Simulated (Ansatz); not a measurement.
A (8,4) carbon nanotube has 112 atoms in a period of 11.304 Å, a mean diameter of 8.37 Å, and lies 112 meV/atom over the flat sheet relaxed at the same level.

These are PBE (plane waves to 420 eV, PAW; Ansatz, a first-principles code) values and carry that method's errors. Mesh 1×1×6. No spin polarisation. One-dimensional cell, images about 11 Å apart. An idealised model, rolled from the flat sheet. Symmetry and one short period hold its shape; lower forms weren't sought.

Task: Which bending rigidity of the sheet does this imply in the thin-plate picture?

Result: A plate bent to radius R stores D/(2R²) an area. The area an atom is π × 8.37 × 11.304/112 = 2.65 Å², so the stored energy is 0.112/2.65 = 0.0423 eV/Å². With R = 4.185 Å, D = 2R² × 0.0423 = 1.5 eV.
